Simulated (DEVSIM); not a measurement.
System: W/SiO2/n-Si capacitor, at 300 K.

| layer (left to right) | material | thickness (nm) | Nd (cm⁻³) |
|---|---|---|---|
| 1 | SiO2 | 12.0 | - |
| 2 | Si | 620 | 8.6e17 |

Metal gate on the left, work function 4.6 eV. Fixed charge at the semiconductor interface -1.9e10 cm⁻² (in units of +e); no interface traps.

Constants are typed, rounded textbook-type inputs, not results; the design itself was drawn at random and stands for no fabricated device. Values at 300 K.

```
parameter      SiO2       Si
-------------  ----  -------
gap (eV)          9    1.124
affinity (eV)   0.9     4.05
permittivity    3.9     11.7
Nc (cm⁻³)         -  2.86e19
Nv (cm⁻³)         -   3.1e19
```

Model (solved in DEVSIM): 1D Poisson equation in equilibrium, Boltzmann statistics, complete ionisation; no quantum confinement or tunnelling. Metal contacts follow the ideal Schottky-Mott rule: no Fermi-level pinning, no interface dipoles.

The SiO2 thickness was swept, all else fixed.

```json
[
 {"SiO2 thickness (μm)": "0.0048", "minimum of the low-frequency capacitance (μF/cm²)": "0.214", "capacitance of the dielectric stack (μF/cm²)": "0.719"},
 {"SiO2 thickness (μm)": "0.0066", "minimum of the low-frequency capacitance (μF/cm²)": "0.194", "capacitance of the dielectric stack (μF/cm²)": "0.523"},
 {"SiO2 thickness (μm)": "0.0084", "minimum of the low-frequency capacitance (μF/cm²)": "0.177", "capacitance of the dielectric stack (μF/cm²)": "0.411"},
 {"SiO2 thickness (μm)": "0.01", "minimum of the low-frequency capacitance (μF/cm²)": "0.162", "capacitance of the dielectric stack (μF/cm²)": "0.345"},
 {"SiO2 thickness (μm)": "0.012", "minimum of the low-frequency capacitance (μF/cm²)": "0.148", "capacitance of the dielectric stack (μF/cm²)": "0.288"},
 {"SiO2 thickness (μm)": "0.014", "minimum of the low-frequency capacitance (μF/cm²)": "0.137", "capacitance of the dielectric stack (μF/cm²)": "0.247"}
]
```

From the first row to the last the minimum of the low-frequency capacitance goes from 0.214 to 0.137. From the first row to the last the capacitance of the dielectric stack goes from 0.719 to 0.247.
